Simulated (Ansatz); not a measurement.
Start from HfO₂ (space group P2_1/c, No. 14).

Levels (all Ansatz, a first-principles code, PAW, earlier PAW set): PBE (420 eV, no SOC); r2SCAN (500 eV, spin-orbit coupling left out).

Levels that relaxed their own cell: PBE and r2SCAN.

Measured: band gap 5.7 eV (temperature not stated; as listed in Kamal Choudhary et al., Scientific Data (2018)).

What do the calculations give for these quantities, and how do they miss?


```csv
level,band gap
PBE,4.04 eV
r2SCAN,4.60 eV
```

Computed minus measured — band gap: PBE -1.66 eV, r2SCAN -1.10 eV (closest: r2SCAN). Measured values not marked as corrected hold thermal and zero-point effects that the static-lattice runs lack. A measured gap can be an optical one, lowered by exciton binding. Levels without spin-orbit coupling miss its effect on the gap.

Spin-orbit coupling, missing from the scalar runs, can matter with Hf. No phonon test of stability was made.
